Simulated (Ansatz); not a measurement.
Worked example: self-consistent single point of P (Fd-3m, 2 atoms in the cell) in Ansatz (a quantum-chemistry and plane-wave program).

Level of theory: LDA (PW92), harder PAW files (source: ansatz) made with PBE (plane waves; Ansatz).

```
CELL_PARAMETERS angstrom
      0.00000     2.42485     2.42485
      2.42485     0.00000     2.42485
      2.42485     2.42485     0.00000
ATOMIC_POSITIONS crystal
  P  0.75000 0.75000 0.75000
  P  0.50000 0.50000 0.50000
```

Reference input (self-consistent single point, DFT, LDA (PW92), plane waves, harder PAW files (source: ansatz) made with PBE): basis.ecutwfc = 600 eV; kpoints.mp_grid.grid = 9 9 9; hamiltonian.xc = lda; hamiltonian.pseudopotentials = {kind: paw, source: ansatz}; scf.occupations.method = methfessel_paxton; scf.occupations.width = 0.272 eV. This run's input differs from it in these lines:

Ansatz 0.2 input:
```diff
@@ -17,3 +17,3 @@
 scf:
-  occupations: { method: methfessel_paxton, width: 0.272 }
+  occupations: { method: gaussian, width: 0.3 }
 output:
```

Output (repeated stretches shortened):

```
SCF iter   1: F=—  HF=-1450.465246 eV  |F-HF|=—  |Δ(HF+E_count)|=         —  Δρ=4.93e-2  dr2=4.72e-1  ethr=3.10e-3  ⟨swp⟩=6.3  Hψ=2740  notcnv=0
all-band conjugate gradients solve this SCF's bands
preconditioner: auto → none
SCF iter   2: F=—  HF=-1450.346404 eV  |F-HF|=—  |Δ(HF+E_count)|=   1.19e-1  Δρ=2.89e-2  dr2=1.71e-1  ethr=3.10e-3  ⟨swp⟩=1.0  Hψ=595  notcnv=0
SCF iter   3: F=—  HF=-1450.281018 eV  |F-HF|=—  |Δ(HF+E_count)|=   6.54e-2  Δρ=1.62e-3  dr2=3.02e-4  ethr=1.71e-3  ⟨swp⟩=2.3  Hψ=503  notcnv=0
SCF iter   4: F=—  HF=-1450.280899 eV  |F-HF|=—  |Δ(HF+E_count)|=   1.19e-4  Δρ=1.57e-4  dr2=3.90e-6  ethr=3.02e-6  ⟨swp⟩=2.6  Hψ=501  notcnv=0
SCF iter   5: F=—  HF=-1450.280899 eV  |F-HF|=—  |Δ(HF+E_count)|=   8.35e-7  Δρ=1.35e-5  dr2=2.28e-8  ethr=1.00e-9  ⟨swp⟩=9.3  Hψ=2309  notcnv=0
SCF iter   6: F=-1450.280899 eV  HF=-1450.280899 eV  |F-HF|=2.09e-11  |Δ(HF+E_count)|=   3.05e-9  Δρ=1.11e-6  dr2=8.44e-11  ethr=2.28e-10  ⟨swp⟩=3.0  Hψ=1146  notcnv=0
SCF 1 converged in 6 iterations: F = -1450.280899 eV  dr2 = 8.44e-11
Free energy (F): -1450.280899 eV
Internal energy: -1450.234343 eV  (E = F + TS)
E sigma→0 (E₀):  -1450.257621 eV
Entropy (-TS):   -0.046556 eV (-23.278 meV/atom)
Fermi energy:    11.745906 eV
--- Forces (eV/Å), atoms counted from 1 ---
  atom   1  P      0.00000000     0.00000000     0.00000000
  atom   2  P      0.00000000     0.00000000     0.00000000
--- Stress (GPa, compression-positive) ---
       27.518406      -0.000000       0.000000
        0.000000      27.518406       0.000000
       -0.000000       0.000000      27.518406
  P = ⅓ Tr σ = 27.5184 GPa (275.184 kbar)
  The stress holds the Pulay correction. Without it, at fixed plane waves, as pw.x and ABINIT print it: P = 27.5002 GPa
```

The run converged in 6 iterations. Against the reference run the free energy falls by 11.9 meV/atom and the pressure hardly changes (27.60 to 27.52 GPa).

The starting cell was generated: these elements placed on a structure prototype, without a prior relaxation; it need not be a known phase or ordering of this composition. Its lattice was rescaled by a random factor within 2.5 % of one. With a pressure of about 28 GPa the cell is away from its equilibrium volume at this level. Ansatz's pressure includes its estimate of the finite-basis (Pulay) stress.
